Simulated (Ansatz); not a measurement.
GaN: band gap against strain

GaN (wurtzite, P6_3mc, 11.758 Å³/atom at rest, c along z) under an equal strain ε along all three axes. PBE in Ansatz, a plane-wave DFT program (PAW, default set), 420 eV, 12×12×6 Γ-centred mesh, Fermi-Dirac smearing 0.05 eV; ions are relaxed within the symmetry of each cell. Gaps are the smallest over the k-mesh and a band path, without spin-orbit coupling; in all rows the valence edge lies at Γ and the conduction edge at Γ.

Here s stands for strain and Eg for gap.

```csv
strain (%),gap (eV)
0.00,1.710
0.60,1.591
1.20,1.474
1.80,1.358
3.00,?
```

The 4 complete rows are fitted with a straight line, Eg against s. Means: s 0.90000, Eg 1.5333. About the means, the sum of products is -0.35190 and the sum of squares of s is 1.8000; the slope is their ratio. Least squares gives Eg = 1.7092 - 0.19550·s. Residuals (row less fit): 0.0008, -0.0009, -0.0006, 0.0007; standard error 0.0011 (degrees of freedom: 2). Over these rows the gap moves by -20 ± 0.08 eV per unit strain, or -6.5 eV per unit of ln V.

Task: Estimate the missing Eg (s = 3.00); what did the run itself give?

Result: Eg = 1.7092 - 0.19550 × 3.0 = 1.1227 eV. The calculation gives 1.128 eV, 0.0053 eV above the prediction (0.9 % of the range of Eg in the table). The row lies outside the fitted rows, so this is an extrapolation. From the scatter of the fitted rows alone, a prediction at this place has a standard error of 0.0021 eV, so the miss is 2.5 times that.

One order more, fitted to all 6 runs of the series, follows each within 0.001, so the miss is the next term of a smooth law. Rows are the converged runs of the series near zero and its far end; series whose fitted rows scatter by over a few per cent of the range, as at a crossing or softening among them, aren't shown in this form. Most that stay on the fit to the last digits aren't either.
